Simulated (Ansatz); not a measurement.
System: fluorite HfO2 (high-temperature phase). Method: BLYP (Ansatz, a quantum-chemistry and plane-wave program, plane waves, PAW).

Numerical settings: plane-wave cutoff 520 eV, 8×8×8 k mesh, scalar-relativistic PAW data made under PBE.

Cell (relaxed at this level):

```yaml
crystal:
  lattice:
    - [0.00000, 2.57132, 2.57132]
    - [2.57132, 0.00000, 2.57132]
    - [2.57132, 2.57132, 0.00000]
  atoms:
    - { symbol: Hf, position: [0.00000, 0.00000, 0.00000] }
    - { symbol: O, position: [0.25000, 0.25000, 0.25000] }
    - { symbol: O, position: [0.75000, 0.75000, 0.75000] }
```

Estimate the elastic constant C12, elastic constant C11, Voigt–Reuss–Hill bulk modulus and elastic constant C44 that the calculation returns.


- elastic constant C12: 87.2 GPa
- elastic constant C11: 528 GPa
- Voigt–Reuss–Hill bulk modulus: 234 GPa
- elastic constant C44: 62.3 GPa

Note: symmetry holds this phase in the static calculation, where it need not be a minimum; held by symmetry at 0 K, a high-temperature phase can be a saddle point.

Elastic constants are with the ions relaxed.

Spin–orbit coupling is not included.

Computed values are for the static lattice.
